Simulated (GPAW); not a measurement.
A self-consistent single point of Al2Au (Fm-3m, 3 atoms in the cell) with GPAW.

Method: PBEsol, GPAW PAW datasets PBEsol (made by gpaw-setup) (plane waves; GPAW).

```
CELL_PARAMETERS angstrom
      0.00000     3.04317     3.04317
      3.04317     0.00000     3.04317
      3.04317     3.04317     0.00000
ATOMIC_POSITIONS crystal
  Al 0.25000 0.25000 0.25000
  Al 0.75000 0.75000 0.75000
  Au 0.00000 0.00000 0.00000
```

Reference input (self-consistent single point, DFT PBE, plane waves, GPAW PAW datasets PBE (gpaw-data 1.0.1)): mode = pw; ecut = 600 eV; xc = PBE; kpts = 9 9 9; mesh shift (steps) = 0 0 0; occupations.name = fermi-dirac; occupations.width = 0.1 eV; nbands = -7; convergence.forces = 0.001 eV/Å; symmetry.symmorphic = false; symmetry.tolerance = 0.0005; maxiter = 120. This run's input differs from it in these lines:

```diff
@@ -14,3 +14,3 @@
 calc = GPAW(mode={'name': 'pw', 'ecut': 600},
-            xc='PBE',
+            xc='PBEsol',
             kpts=(9, 9, 9),
```

Its files differ too (potentials: GPAW PAW datasets PBEsol (made by gpaw-setup)).

Output, abridged:

```
     iter     time        total  log10-change:
                         energy   eigst   dens  force
iter:   1 --:--:--   -14.999686
iter:   2 --:--:--   -14.554217   -1.47  -0.98
iter:   3 --:--:--   -13.480855   -0.64  -1.00
iter:   4 --:--:--   -13.455348   -1.85  -1.27
iter:   5 --:--:--   -13.426844   -2.38  -1.26
iter:   6 --:--:--   -13.477859   -1.26  -1.70
iter:   7 --:--:--   -13.360667   -2.30  -1.75
iter:   8 --:--:--   -13.345603   -2.83  -2.13
iter:   9 --:--:--   -13.344405   -3.10  -2.50
iter:  10 --:--:--   -13.343586c  -4.41  -2.81
iter:  11 --:--:--   -13.343613c  -6.09  -3.17
iter:  12 --:--:--   -13.343546c  -5.52  -3.20
iter:  13 --:--:--   -13.343532c  -5.96  -3.51
iter:  14 --:--:--   -13.343533c  -6.41  -3.73
iter:  15 --:--:--   -13.343533c  -6.86  -4.10c
iter:  16 --:--:--   -13.343533c  -7.83c -4.37c
iter:  17 --:--:--   -13.343533c  -7.32  -4.55c
iter:  18 --:--:--   -13.343533c  -8.28c -4.62c -16.57c
Converged after 18 iterations.

Dipole moment: (0.000000, 0.000000, 0.000000) |e|*Ang

Energy contributions relative to reference atoms: (reference = -529635.911176)

Kinetic:        -18.561596
Potential:      +17.130762
External:        +0.000000
XC:             -12.150902
Entropy (-ST):   -0.033690
Local:           +0.255048
SIC:             +0.000000
--------------------------
Free energy:    -13.360378
Extrapolated:   -13.343533

Showing only first 2 kpts
 Kpt  Band  Eigenvalues  Occupancy
  0     6      8.90638    0.00000
  0     7      9.77783    0.00000
  0     8      9.77783    0.00000
  0     9      9.77783    0.00000

  1     6      8.33779    0.00000
  1     7      8.33779    0.00000
  1     8      8.60737    0.00000
  1     9      8.62324    0.00000

Fermi level: 6.88793

No gap
No difference between direct/indirect transitions
Energy (eV): -13.343533

Forces in eV/Ang:
  0 Al    0.00000    0.00000    0.00000
  1 Al    0.00000    0.00000    0.00000
  2 Au    0.00000    0.00000    0.00000

Stress tensor:
     0.024759    -0.000000     0.000000
    -0.000000     0.024759    -0.000000
     0.000000    -0.000000     0.024759
Stress (GPa, Voigt): [ 3.9668  3.9668  3.9668 -0.      0.     -0.    ]
```

The run converged in 18 iterations. GPAW prints stress with tension positive. Against the reference run the pressure goes from -0.95 to -3.97 GPa.

The starting cell comes from a database of computed structures (which also holds hypothetical and non-ambient phases and stackings), without a prior relaxation at this level. Its lattice was rescaled by a random factor within 2.5 % of one. With a pressure of about -4 GPa the cell is away from its equilibrium volume at this level.
